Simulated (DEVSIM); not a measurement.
System: Au/Si3N4/n-Ge capacitor, at 300 K.

Layer 1 from the left is Si3N4, thickness (nm) 7.70. Layer 2 from the left is Ge, thickness (nm) 15000, Nd (cm⁻³) 1.5e15.

Metal gate on the left, work function 5.1 eV. Fixed charge at the semiconductor interface 0 cm⁻² (in units of +e); no interface traps.

This is a model device: material constants are rounded textbook-type values typed into the input, and sizes, dopings and lifetimes were drawn at random. Values at 300 K.

Si3N4: gap (eV) 5.1, affinity (eV) 2.1, permittivity 7.5. Ge: gap (eV) 0.664, affinity (eV) 4, permittivity 16, Nc (cm⁻³) 1.04e19, Nv (cm⁻³) 6e18.

DEVSIM, 1D Poisson equation in equilibrium, Boltzmann statistics, complete ionisation; no quantum confinement or tunnelling. Metal contacts follow the ideal Schottky-Mott rule: no Fermi-level pinning, no interface dipoles.

**Question.** What does the simulation give for the minimum of the low-frequency capacitance, the flat-band voltage?

**Answer.** minimum of the low-frequency capacitance 0.0369 μF/cm²; flat-band voltage 0.87 V.
